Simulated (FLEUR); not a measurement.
FLEUR is run on SnGeO3 (Pm-3m, 5 atoms in the cell), and the run fails. The aim is a self-consistent single point with DFT, PBEsol, all-electron FLAPW (FLEUR), scalar-relativistic valence.

Cell that was meant: a = 3.8642 Å, b = 3.8642 Å, c = 3.8642 Å, α = 90.00°, β = 90.00°, γ = 90.00°.

Part of the input:

```xml
   <atomSpecies>
      <species name="Tin (Sn)" element="Sn" atomicNumber="50">
         <mtSphere radius="2.68" gridPoints="925" logIncrement="0.014"/>
         <atomicCutoffs lmax="10" lnonsphr="14"/>
         <electronConfig flipSpins="F">
            <coreConfig>(1s1/2) (2s1/2) (2p1/2) (2p3/2) (3s1/2) (3p1/2) (3p3/2) (4s1/2) (3d3/2) (3d5/2) (4p1/2) (4p3/2)</coreConfig>
            <valenceConfig>(5s1/2) (4d3/2) (4d5/2) (5p1/2) (5p3/2)</valenceConfig>
[...]
      </species>
      <species name="Germanium (Ge)" element="Ge" atomicNumber="32">
         <mtSphere radius="2.17" gridPoints="751" logIncrement="0.016"/>
         <atomicCutoffs lmax="8" lnonsphr="14"/>
         <electronConfig flipSpins="F">
            <coreConfig>(1s1/2) (2s1/2) (2p1/2) (2p3/2) (3s1/2) (3p1/2) (3p3/2)</coreConfig>
            <valenceConfig>(4s1/2) (3d3/2) (3d5/2) (4p1/2) (4p3/2)</valenceConfig>
[...]
      </species>
      <species name="Oxygen (O)" element="O" atomicNumber="8">
         <mtSphere radius="1.23" gridPoints="427" logIncrement="0.024"/>
         <atomicCutoffs lmax="6" lnonsphr="14"/>
         <electronConfig flipSpins="F">
            <coreConfig>(1s1/2)</coreConfig>
            <valenceConfig>(2s1/2) (2p1/2) (2p3/2)</valenceConfig>
```

Log, with long lists cut:

```
      Welcome to FLEUR        (www.flapw.de)
      MaX-Release 8.1          (www.max-centre.eu)
************FLEUR-Warning*****************
Error message: lnonsph cannot be larger than lmax
Error from PE:0/1
Warnings not ignored. To make the warning nonfatal create a file 'JUDFT_WARN_ONLY' in the working directory or start FLEUR with the -warn_only command line option.
```

Task: Read the log: what does the program object to, and what is the fix?

Result: The fault is a non-spherical cutoff above the angular cutoff of the basis. The cutoff of the non-spherical Hamiltonian terms refers to basis functions in the spheres, so it cannot exceed their own angular cutoff. To fix it, keep it at or under the basis's cutoff. The program stopped before any SCF iteration.

The sound input it was made from differs as follows (other fixes are possible):
```diff
-         <atomicCutoffs lmax="10" lnonsphr="14"/>
+         <atomicCutoffs lmax="10" lnonsphr="8"/>
-         <atomicCutoffs lmax="8" lnonsphr="14"/>
+         <atomicCutoffs lmax="8" lnonsphr="6"/>
-         <atomicCutoffs lmax="6" lnonsphr="14"/>
+         <atomicCutoffs lmax="6" lnonsphr="4"/>
```

With that input, the run converged in 18 iterations: total energy -231268.9150 eV; Fermi level (on the code's own zero) 14.91 eV (DFT, PBEsol, all-electron FLAPW (FLEUR), scalar-relativistic valence).

On the sound input: the starting cell comes from a database of computed structures (which also holds hypothetical and non-ambient phases and stackings), without a prior relaxation at this level. Values depend on the basis (sphere radii, cutoffs, local orbitals), which need not be converged. No gap is read from this output.
